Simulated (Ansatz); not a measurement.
Structures of equal composition on the (111)B surface of zinc-blende ZnSe (Se plane on top): 2x2 Mg adatom at H3; 2x2 Mg adatom at T4. The slabs share one bottom face, and each structure is named by its start. These are constructed structures in small cells; real faces may alloy, dewet or reconstruct in larger ones, and not all known structures of the face are among them. Slabs of about 14 Å with all that they carry, Fermi-Dirac smearing of 0.025 eV. Bottom of the slabs: H caps. Relaxed from the named starts with such symmetry as they have, on meshes of like density; energies extrapolated to zero smearing; no spin-orbit coupling, no U. Spin-polarised runs, if any, are marked in brackets, and their order is one that fits the cell; the others ran without spin.

Host crystal: zinc-blende ZnSe, with a band gap (PBE, scalar-relativistic without spin-orbit coupling).

These are PBE (plane waves to 420 eV, PAW; Ansatz, a first-principles code) values and carry that method's errors.

**Question.** Order them by energy per 1x1 cell (lowest first) at the level PBE.

**Answer.** 2x2 Mg adatom at H3 (0.000 eV, gap 1.23 eV on the mesh), 2x2 Mg adatom at T4 (0.055 eV, gap 1.30 eV on the mesh)
